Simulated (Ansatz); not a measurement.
### Question
Name crystals whose mean free path at 300 K lies between 18.7 and 29 nm and whose electron-phonon coupling λ lies between 0.32 and 0.5, by PBEsol, DFPT electron-phonon coupling, linearised Boltzmann equation in Ansatz (a program for electronic structure).

### Answer
Many crystals can fit; among those computed here:
- Al (Fm-3m): 23 nm, 0.40

Metals; harmonic phonons alone scatter; means over directions. The mean free path is weighted by the current that each state carries. Halving the electron mesh moves these values by up to 2 %; q meshes are mostly untested. Some of the runs warned that the eigensolver left states short of its tolerance. Spin-orbit coupling is left out.
